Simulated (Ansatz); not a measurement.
System: AlN (model structure, Fm-3m, No. 225, 6 atoms in the cell; like a known high-pressure phase). Method: HSE06 in Ansatz (plane waves, PAW).

Settings: plane-wave cutoff 460 eV, 9×9×4 k mesh (along the axes of the cell as run), Fermi–Dirac smearing 0.01 eV, scalar-relativistic PAW data made under PBE.

Cell (relaxed with PBEsol):

Space group Fm-3m (No. 225); a = 4.045 Å, b = 4.045 Å, c = 4.045 Å, α = 90.00°, β = 90.00°, γ = 90.00°

| atom | site | symmetry | x | y | z |
|---|---|---|---|---|---|
| Al | 4b | m-3m | 0.5000 | 0.5000 | 0.5000 |
| N | 4a | m-3m | 0.0000 | 0.0000 | 0.0000 |
(The calculation used a cell of 6 atoms; values per cell refer to that cell.)

Give the computed band gap and smallest direct gap on the k points sampled.


- band gap = 6.02 eV (indirect)
- smallest direct gap on the k points sampled = 7.18 eV

Note: cell and atoms aren't relaxed at this level (pressure -3.1 GPa).

Computed values are for the static lattice.

A model structure was made by putting elements into a prototype or built by hand; it is no filed structure, need not be a known phase, and can be a saddle point held by its symmetry.

Ansatz is a first-principles code.
